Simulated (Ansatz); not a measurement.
# Ga2O3: response to strain

Base system: Ga₂O₃ in the corundum structure (space group R-3c, No. 167).

```yaml
crystal:
  lattice:
    - [2.47497, 1.42892, 4.43525]
    - [-2.47497, 1.42892, 4.43525]
    - [0.00000, -2.85785, 4.43525]
  atoms:
    - { symbol: Ga, position: [0.64424, 0.64424, 0.64424] }
    - { symbol: Ga, position: [0.14424, 0.14424, 0.14424] }
    - { symbol: Ga, position: [0.35576, 0.35576, 0.35576] }
    - { symbol: Ga, position: [0.85576, 0.85576, 0.85576] }
    - { symbol: O, position: [0.75000, 0.44721, 0.05279] }
    - { symbol: O, position: [0.05279, 0.75000, 0.44721] }
    - { symbol: O, position: [0.25000, 0.55279, 0.94721] }
    - { symbol: O, position: [0.55279, 0.94721, 0.25000] }
    - { symbol: O, position: [0.94721, 0.25000, 0.55279] }
    - { symbol: O, position: [0.44721, 0.05279, 0.75000] }
```

Cartesian axes are those of the cell as printed.

Strains are applied to the cell and any free atomic positions relax.

The values are results of Ansatz (a program for electronic structure) LDA, no spin-orbit coupling, not measurements.

Candidates:
(a) uniaxial strain ε_xx = +1.50 %
(b) uniaxial strain ε_xx = +3.00 %
(c) uniaxial strain ε_xx = +0.75 %
(d) uniaxial strain ε_xx = +2.25 %

Base values:

The band gap comes out as 3.04 eV.

Question: Order them by band gap, highest first.

Answer: (c) uniaxial strain ε_xx = +0.75 % (2.94 eV), (a) uniaxial strain ε_xx = +1.50 % (2.85 eV), (d) uniaxial strain ε_xx = +2.25 % (2.76 eV), (b) uniaxial strain ε_xx = +3.00 % (2.66 eV)

Whether these cells are dynamically stable was not tested.
